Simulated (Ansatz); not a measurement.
**One base run on NiO (P1, 4 atoms in the cell) and variants with one or two settings moved**

```xyz
4
Lattice="4.1800 2.0900 2.0900 2.0900 4.1800 2.0900 2.0900 2.0900 4.1800" Properties=species:S:1:pos:R:3 pbc="T T T"
Ni    -0.0138     0.0234    -0.0085
Ni     4.1731     4.2059     4.1863
O      2.1007     2.0777     2.0770
O      6.2801     6.2330     6.2851
```
Moments meant for the start (each program seeds them in its own way; μB, in the order of the atoms Ni Ni O O): 2.0 -2.0 0.0 0.0.

Base run A: Ansatz (a program for electronic structure) with LDA (PW92)+U, harder PAW files (source: ansatz) made with PBE, self-consistent single point.

Its settings: basis.ecutwfc = 68.4 Ry; kpoints.mp_grid.grid = 6 6 6; hamiltonian.xc = lda; hamiltonian.pseudopotentials = {kind: paw, source: ansatz}; hamiltonian.hubbard.sites = [{species: Ni, l: d, u_eff: 6.2}] eV; magnetization.spin_polarized = true; scf.occupations.method = gaussian; scf.occupations.width = 0.0037 Ry.

The starting cell has typed, rounded lattice constants, without a prior relaxation at this level. Its atoms were displaced at random from the sites of space group no. 225. The magnetic order is the one reached from the typed start; others were not searched systematically. With U or open f shells several self-consistent states can exist. In the base run, with a pressure of about -8 GPa the cell is away from its equilibrium volume at this level. Ansatz's pressure includes its estimate of the finite-basis (Pulay) stress.

ΔF is the free energy per atom less that of run A. A dash stands where there is no value to compare (another energy zero or no entropy term, no result, no spin, no clean gap, or a mesh too coarse for one). Absolute energies have different zeros for different potentials, functionals, Hubbard and dispersion terms and are not compared across them.

These are the values that this program gave, and no reference: magnets with a U can end in a higher state.

Runs:
- B: hamiltonian.hubbard.sites: [{species: Ni, l: d, u_eff: 6.2}] eV → default [LDA (PW92)]
- C: kpoints.mp_grid.shift: default → 0 0 0.5
- D: scf.mixing.algorithm: default (the program chose MSR1) → msr1; scf.mixing.ndim: default → 3
- E: scf.lower_state_search: default → off
- F: scf.mixing.algorithm: default (the program chose MSR1) → anderson; scf.mixing.beta: default → 0.1

| run | ΔF (meV/atom) | pressure (GPa) | largest force (eV/Å) | gap on the mesh (eV) | Hubbard energy (eV/atom) | k-points |
|---|---|---|---|---|---|---|
| A | 0.00 | -8.49 | 0.427 | 2.919 | 0.498 | 112 |
| B | – | -17.57 | 0.257 | 0.442 | – | 112 |
| C | -0.26 | -8.48 | 0.427 | 2.971 | 0.498 | 108 |
| D | 0.00 | -8.49 | 0.427 | 2.919 | 0.498 | 112 |
| E | 0.00 | -8.49 | 0.427 | 2.918 | 0.498 | 112 |
| F | 0.00 | -8.49 | 0.427 | 2.919 | 0.498 | 112 |

Run C against A: The free energy hardly moves (within 1 meV/atom), the pressure moves little (-8.49 to -8.48 GPa), the largest force stays at 0.427 eV/Å and the gap on the mesh goes from 2.919 to 2.971 eV.

Run B against A: The pressure goes from -8.49 to -17.57 GPa, the largest force goes from 0.427 to 0.257 eV/Å and the gap on the mesh goes from 2.919 to 0.442 eV.

Run E against A: The free energy stays essentially unchanged (within 1 meV/atom), the pressure stays at -8.49 GPa, the largest force stays at 0.427 eV/Å and the gap on the mesh moves little (2.919 to 2.918 eV).

Keys are those of Ansatz 0.2.
